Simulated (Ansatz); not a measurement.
Take CoSi2 (space group Fm-3m, No. 225; a = 5.3149 Å; non-magnetic) as the base.

Calculations: Kohn–Sham DFT with the r2SCAN functional, run in Ansatz (a program for electronic structure) with PAW and 500 eV plane waves, scalar-relativistic without spin-orbit coupling.

Before the change:

The lattice parameter a is 5.315 Å.

One thing is altered: P takes the place of Co on all its sites, then cell and atoms are relaxed.

Task: Predict the new lattice parameter a.

Result: The lattice parameter a increases by 0.412 Å, from 5.315 Å to 5.727 Å.

Stability against distortions was not tested. As relaxed here, Si2P is a hypothetical phase, not in the database extracts checked. Seeded moments were not kept for the base. All final runs are without spin polarisation. An odd electron count without spin: Si2P and CoSi2.
